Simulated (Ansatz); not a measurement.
## MoS2, response to strain

Take MoS2 (space group P6_3/mmc, No. 194; a = 3.1090 Å, c = 11.7090 Å; layered, stacked along the Cartesian z axis) as the base. Axes: x lies along a and z along c of the hexagonal cell.

Strains are applied to the cell and any free atomic positions relax.

Calculations: Kohn–Sham DFT with the PBEsol-D3(BJ) functional, run in Ansatz (a first-principles code) with PAW and 420 eV plane waves, no SOC.

Notes on the quantities. pressure: mean of the normal stresses, compression positive.

```
change                          band gap  pressure  shortest interatomic distance
------------------------------  --------  --------  -----------------------------
base                             0.52 eV  0.00 GPa                        2.380 Å
uniaxial strain ε_zz = −3.00 %       [?]       [?]                        2.375 Å
uniaxial strain ε_zz = −2.40 %   0.36 eV  1.31 GPa                            [?]
uniaxial strain ε_zz = −1.80 %   0.40 eV  0.93 GPa                        2.377 Å
uniaxial strain ε_zz = −1.20 %   0.44 eV  0.58 GPa                        2.379 Å
uniaxial strain ε_zz = −0.60 %   0.48 eV  0.27 GPa                        2.379 Å
```

Problem. Some entries are withheld; estimate them.

Solution. 
- uniaxial strain ε_zz = −3.00 %, band gap: 0.32 eV
- uniaxial strain ε_zz = −3.00 %, pressure: 1.73 GPa
- uniaxial strain ε_zz = −2.40 %, shortest interatomic distance: 2.376 Å

Stability against distortions was not tested.
